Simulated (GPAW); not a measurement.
Input and output of a self-consistent single point for ScOF (P2_1/c, 12 atoms in the cell) (GPAW).

Computed with LDA (Perdew-Wang 92)+U, GPAW PAW datasets LDA (gpaw-data 1.0.1) (plane waves; GPAW).

```
ScOF
1.0
    5.18428     0.00000     0.00000
    0.00000     5.15595     0.00000
   -0.89897     0.00000     5.17202
Sc O F
4 4 4
Cartesian
  3.32983   2.43613   1.48825
  0.95548   2.71982   3.68377
  1.40497   5.01411   1.09776
  2.88034   0.14184   4.07426
  2.80984   3.84783   0.06289
  1.47547   1.30812   5.10913
  1.92496   1.26986   2.52312
  2.36035   3.88609   2.64890
  4.29798   1.67728   3.40231
 -0.01267   3.47867   1.76971
 -0.46215   4.25526   4.35572
  4.74746   0.90069   0.81630
```

Reference input (self-consistent single point, DFT LDA (Perdew-Wang 92), plane waves, GPAW PAW datasets LDA (gpaw-data 1.0.1)): mode = pw; ecut = 950 eV; xc = LDA; kpts = 3 3 3; mesh shift (steps) = 0 0 0; occupations.name = fermi-dirac; occupations.width = 0 eV; nbands = -6; convergence.density = 1e-05 e/electron; convergence.bands = -4; symmetry.symmorphic = false; symmetry.tolerance = 0.0005. This run's input differs from it in these lines:

```diff
@@ -24,2 +24,3 @@
             xc='LDA',
+            setups={'Sc': ':d,1.0'},
             kpts=(3, 3, 3),
```

The program printed (abridged):

```
     iter     time        total  log10-change:
                         energy   eigst   dens
iter:   1 --:--:--  -109.719563   +0.93
iter:   2 --:--:--  -107.173341   +0.23  -1.03
iter:   3 --:--:--   -96.805048   +0.67  -1.07
iter:   4 --:--:--   -98.471005   +0.37  -1.43
iter:   5 --:--:--   -99.110289   -0.32  -1.47
iter:   6 --:--:--   -99.913361   -0.02  -1.45
iter:   7 --:--:--  -100.188937   -0.39  -1.78
iter:   8 --:--:--   -99.419821   -0.92  -1.71
iter:   9 --:--:--   -99.021276   -0.55  -1.89
iter:  10 --:--:--   -99.087259   -1.13  -2.67
iter:  11 --:--:--   -99.107914   -1.57  -2.71
   [... lines left out ...]
iter:  27 --:--:--   -99.114227   -2.42  -2.69
iter:  28 --:--:--   -99.123085c  -3.06  -2.80
iter:  29 --:--:--   -99.119124c  -3.47  -2.73
iter:  30 --:--:--   -99.118735c  -3.69  -2.78
iter:  31 --:--:--   -99.125153c  -3.01  -2.80
iter:  32 --:--:--   -99.114582c  -2.16  -2.71
   [... 36 lines left out ...]
iter:  69 --:--:--   -99.116369c  -6.54  -4.74
iter:  70 --:--:--   -99.116370c  -6.53  -4.85
iter:  71 --:--:--   -99.116370c  -6.86  -4.76
iter:  72 --:--:--   -99.116369c  -6.20  -4.76
iter:  73 --:--:--   -99.116369c  -6.95  -5.24c
iter:  74 --:--:--   -99.116369c  -7.18  -5.35c
iter:  75 --:--:--   -99.116369c  -7.43c -5.52c
Converged after 75 iterations.

Dipole moment: (0.000000, 0.000000, -0.000000) |e|*Ang

Energy contributions relative to reference atoms: (reference = -101873.980291)

Kinetic:        +72.008277
Potential:      -85.803876
External:        +0.000000
XC:             -86.439340
Entropy (-ST):   +0.000000
Local:           +1.118571
SIC:             +0.000000
--------------------------
Free energy:    -99.116369
Extrapolated:   -99.116369

Showing only first 2 kpts
 Kpt  Band  Eigenvalues  Occupancy
  0    46      3.55547    2.00000
  0    47      3.57067    2.00000
  0    48      8.44378    0.00000
  0    49      8.70171    0.00000

  1    46      3.57554    2.00000
  1    47      3.63390    2.00000
  1    48      8.68149    0.00000
  1    49      8.70880    0.00000

Fermi level: 6.03631

Gap: 4.729 eV
Transition (v -> c):
   [... lines left out ...]
Direct gap: 4.759 eV
   [... lines left out ...]
  6 O     0.11335    0.01939    0.01500
  7 O    -0.11335   -0.01939   -0.01500
  8 F    -0.00567    0.04028   -0.07269
  9 F     0.00567   -0.04028    0.07269
 10 F     0.00567    0.04028    0.07269
 11 F    -0.00567   -0.04028   -0.07269

Stress tensor:
     0.050009     0.000000     0.002124
     0.000000     0.052291     0.000000
     0.002124     0.000000     0.050941
Stress (GPa, Voigt): [8.0123 8.378  8.1617 0.     0.3403 0.    ]
```

The run converged in 75 iterations. GPAW prints stress with tension positive. Against the reference run the largest force goes from 0.152 to 0.116 eV/Å and the gap on the mesh goes from 4.532 to 4.729 eV.

At such cutoffs GPAW's stress carries a finite-basis (Pulay) error, which enters relaxed cells too; its log prints stress with tension positive.

The starting cell comes from a database of computed structures (which also holds hypothetical and non-ambient phases and stackings), without a prior relaxation at this level. Spin polarisation is off. The U value is a test value.

Cost on one core of a shared machine: roughly 8 min.
